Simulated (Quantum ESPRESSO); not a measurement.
# Cost against accuracy: K_POINTS for Mg2TeS (R3m, 4 atoms in the cell)

```
CELL_PARAMETERS angstrom
      2.15477     1.24406     7.08151
     -2.15477     1.24406     7.08151
      0.00000    -2.48811     7.08151
ATOMIC_POSITIONS crystal
  Mg 0.99072 0.99072 0.99072
  Mg 0.51005 0.51005 0.51005
  Te 0.12309 0.12309 0.12309
  S  0.62611 0.62611 0.62611
```

Method of the run: LDA (PZ), GBRV 1.5 ultrasoft (LDA) pseudopotentials (plane waves; Quantum ESPRESSO).

Base settings: ecutwfc = 40 Ry; ecutrho = 200 Ry; occupations = smearing; smearing = gaussian; degauss = 0.000734986 Ry; potentials = {Mg: mg_lda_v1.4.uspp.F.UPF, Te: te_lda_v1.uspp.F.UPF, S: s_lda_v1.4.uspp.F.UPF}; K_POINTS = automatic 9 9 9 0 0 0; conv_thr = 1e-11 Ry.

Misses are taken against the tightest run, automatic 12 12 12 0 0 0, which need not be fully converged itself. The energy is the free energy per atom.

The count of work is k-points × plane waves × bands × iterations; it is no time, and leaves out set-up, grids and terms that scale otherwise. Core times come from one kind of shared machine and are given to one figure; runs under 30 s give none.

The starting cell comes from a database of computed structures (which also holds hypothetical and non-ambient phases and stackings), without a prior relaxation at this level.

The runs (K_POINTS): automatic 1 1 1 0 0 0 | automatic 2 2 2 0 0 0 | automatic 3 3 3 0 0 0 | automatic 4 4 4 0 0 0 | automatic 5 5 5 0 0 0 | automatic 6 6 6 0 0 0 | automatic 7 7 7 0 0 0 | automatic 9 9 9 0 0 0 | automatic 10 10 10 0 0 0 | automatic 12 12 12 0 0 0.

### Question
Which is the coarsest setting among those run that, with all tighter ones, holds the energy within 1 meV/atom of the reference, and what does it save?

### Answer
automatic 6 6 6 0 0 0, off by 0.55 meV/atom; it needs 0.17 of the reference's count of work and about 0.2 of the reference's time.

### Question
Which is the coarsest setting among those run that, with all tighter ones, holds the energy within 0.5 meV/atom of the reference, and what does it save?

### Answer
automatic 7 7 7 0 0 0, off by 0.16 meV/atom; it needs 0.23 of the reference's count of work and about 0.3 of the reference's time.

### Question
For at most 0.05 times the reference's count of work, which run misses the energy least?

### Answer
automatic 3 3 3 0 0 0, with a miss of 38 meV/atom at a count of 0.032.

### Question
What does the step from automatic 3 3 3 0 0 0 to automatic 6 6 6 0 0 0 buy?

### Answer
It takes the miss in the energy from 38 to 0.55 meV/atom, for 5.4 times the count of work and roughly 3 times the time.

```csv
K_POINTS,energy less reference (meV/atom),pressure less reference (GPa),largest difference in the force on any atom (eV/Å),count of work / reference,core time / reference (rough)
automatic 1 1 1 0 0 0,2233.81,11.46,0.097,0.0057,–
automatic 2 2 2 0 0 0,238.72,1.74,0.050,0.023,–
automatic 3 3 3 0 0 0,38.14,0.34,0.021,0.032,0.09
automatic 4 4 4 0 0 0,8.07,0.08,0.009,0.075,0.2
automatic 5 5 5 0 0 0,1.99,0.02,0.004,0.100,0.2
automatic 6 6 6 0 0 0,0.55,0.01,0.002,0.17,0.2
automatic 7 7 7 0 0 0,0.16,0.00,0.001,0.23,0.3
automatic 9 9 9 0 0 0,0.02,0.00,0.000,0.45,0.5
automatic 10 10 10 0 0 0,0.01,0.00,0.000,0.61,0.7
automatic 12 12 12 0 0 0,0.00,0.00,0.000,1.0,1
```
